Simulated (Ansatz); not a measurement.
**A computed series for CuPd: pressure series**

The reference is CuPd in the CsCl type structure (space group Pm-3m, No. 221; a = 2.962 Å).

Cell and atoms are relaxed at each pressure.

Computed with Ansatz (a first-principles code) PBEsol, no spin-orbit coupling.

Notes on the quantities. enthalpy: H = E + PV relative to the base's energy.

| case | lattice parameter a | enthalpy |
|---|---|---|
| base | 296.2 pm | – |
| pressure −2 GPa | [?] | -0.16 eV/atom |
| pressure −1 GPa | 296.7 pm | -0.08 eV/atom |
| pressure 0.3 GPa | 296.0 pm | +0.02 eV/atom |
| pressure 0.7 GPa | 295.8 pm | +0.06 eV/atom |
| pressure 1.5 GPa | 295.4 pm | +0.12 eV/atom |
| pressure 3 GPa | [?] | +0.24 eV/atom |
| pressure 5 GPa | [?] | +0.40 eV/atom |
| pressure 7.5 GPa | 292.5 pm | +0.60 eV/atom |
| pressure 10 GPa | [?] | +0.79 eV/atom |

### Question
What belongs in the blanks?

### Answer

- pressure −2 GPa, lattice parameter a: 297.3 pm
- pressure 3 GPa, lattice parameter a: 294.6 pm
- pressure 5 GPa, lattice parameter a: 293.7 pm
- pressure 10 GPa, lattice parameter a: 291.5 pm

Load acts through the strain it causes; cell and atoms are relaxed under it. Whether these cells are dynamically stable was not tested. Competing high-pressure phases were not computed. The final runs are not spin-polarised.
